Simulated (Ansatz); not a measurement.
# Ga2O3: uniaxial strain ε_zz = +0.75 %

Start from Ga₂O₃ in the corundum structure (space group R-3c, No. 167; a = 4.9499 Å, c = 13.3058 Å (hexagonal axes)). Axes: x lies along a and z along c of the hexagonal cell.

It is then changed as follows: uniaxial strain ε_zz = +0.75 %, all other strain components held at zero; the atoms relax in the strained cell.

All numbers come from Ansatz (a program for electronic structure) LDA, scalar-relativistic without spin-orbit coupling. Γ-centred 8×8×8 mesh, Fermi–Dirac width 0.05 eV.

The volume per atom increases by 0.07 Å³ (9.41 Å³ → 9.48 Å³) and the space group stays R-3c (No. 167). The shortest interatomic distance rises by 0.004 Å (1.911 Å → 1.915 Å) and the energy increases by 0.6 meV/atom. The pressure (mean of the normal stresses, compression positive) goes from zero to -1.62 GPa and the band gap shrinks by 0.07 eV (3.04 eV → 2.97 eV). The gap character remains indirect, Γ–S₀ (50 % along) → Γ and the width of the top valence band stays essentially unchanged (0.47 eV against 0.45 eV). The electron mass is still 0.24 mₑ (at Γ) and the stress (xx, yy, zz, yz, xz, xy; compression positive) amounts to (-1.06, -1.06, -2.75, 0.00, 0.00, 0.00) GPa.

Cost of the whole job for the changed cell (relaxation, final SCF and bands): very roughly 2.2 core-minutes.

Effective masses come from finite differences of ±0.01 Å⁻¹. Whether these cells are dynamically stable was not tested.
